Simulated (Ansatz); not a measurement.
Start from Li in the bcc (W type) structure (space group Im-3m, No. 229; a = 3.434 Å).

The values are results of DFT with PBEsol, PAW potentials and a 420 eV plane-wave cutoff in Ansatz (an electronic-structure program), without spin-orbit coupling, not measurements.

For the base:

The density comes out as 0.57 g/cm³, the magnetic state is not spin-polarised and the largest site moment comes out as 0.00 μB.

It is then changed as follows: Pr takes the place of Li on all its sites, then cell and atoms are relaxed.

Tabulated Pauling electronegativity and covalent radius: Li 0.98, 1.28 Å; Pr 1.13, 2.03 Å.

How does this affect the density?

The density goes up by 8.80 g/cm³, from 0.57 g/cm³ to 9.37 g/cm³.

What happens to the magnetic state?

The magnetic state becomes ferromagnetic (base: not spin-polarised).

Predict the new largest site moment.

The largest site moment goes from zero to 2.40 μB.

The magnetic state is the one reached from the starting moments; the real material's order can differ, and small cells can't hold many antiferromagnetic ones. Open 4f shells without U are poorly described, and the f state was not checked. Stability against distortions was not tested. This is not the structure that Pr has at room temperature and ambient pressure.
